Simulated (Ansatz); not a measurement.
The starting structures come from a database of crystals and need not be the phases stable at ambient conditions.

By PBEsol, the system below comes out a metal.

The ballistic (Sharvin) conductance counts the channels at the Fermi level: G/A = (e²/h) × channels of both spins per area.

Consider the following.

```
CELL_PARAMETERS angstrom
      3.99392     0.00000     0.00000
     -1.99696     4.95349     0.00000
      0.00000     0.00000     3.55743
ATOMIC_POSITIONS crystal
  Sc 0.13921 0.27842 0.25000
  Sc 0.86079 0.72158 0.75000
  Si 0.41944 0.83888 0.25000
  Si 0.58056 0.16112 0.75000
```

Space group of this cell: Cmcm. The cell is strained (lengths along the current scaled by 0.97, ions clamped); by PBEsol its mean pressure is 0.5 GPa.

The current flows along the normal of the first two printed cell vectors. No spin-orbit coupling; the value is a mean over 0.1 eV about the Fermi level.

State the ballistic conductance per area according to PBEsol (Ansatz, a program for electronic structure).

0.83 × 10¹⁵ S/m² for both spins.
